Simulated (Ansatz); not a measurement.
composition Si2Mo, cell Si32Mo16, brought to this temperature after a much hotter stage, at a temperature that wasn't checked against the liquidus, so perhaps supercooled [in the run: it was liquid; mean temperature 2488 K (target 2480 K)]; MD at a mean temperature of 2488 K and a mean pressure of -0.3 GPa, 6.8 ps sampled (in preparation the cell's shape was held), k-points: one point, (1/4, 1/4, 1/4), no spin polarisation or spin-orbit coupling.

Prepared at the same level. The atoms began on random sites, so units and networks may differ from a laboratory melt's. Atoms moved only 3.4 Å² (mean square) in the hot stage, so mixing may be incomplete. On the run's last frame a denser k-mesh moved the forces by 0.077 eV/Å rms, the static pressure by 0.07 GPa and the free energy by 3 meV/atom, which is about how far such values are converged. Warnings of the run: stress scf threshold loose, symmetry auto disabled.

Question: What density; first peak of g(Mo-Mo); coordination of Mo (bonds up to Mo-Mo 3.98, Mo-Si 3.58 Å); volume per atom; coordination of Si (bonds up to Mo-Si 3.58, Si-Si 3.38 Å) does PBE (Ansatz, an electronic-structure program) give?

Answer: 
density: 4.85 g/cm³
first peak of g(Mo-Mo): 2.89 Å, height 1.8
coordination of Mo (bonds up to Mo-Mo 3.98, Mo-Si 3.58 Å): 12.1 (12-fold 30 %, 13-fold 25 %, 11-fold 20 %)
volume per atom: 17.4 Å³
coordination of Si (bonds up to Mo-Si 3.58, Si-Si 3.38 Å): 9.4 (10-fold 27 %, 9-fold 27 %, 8-fold 17 %)
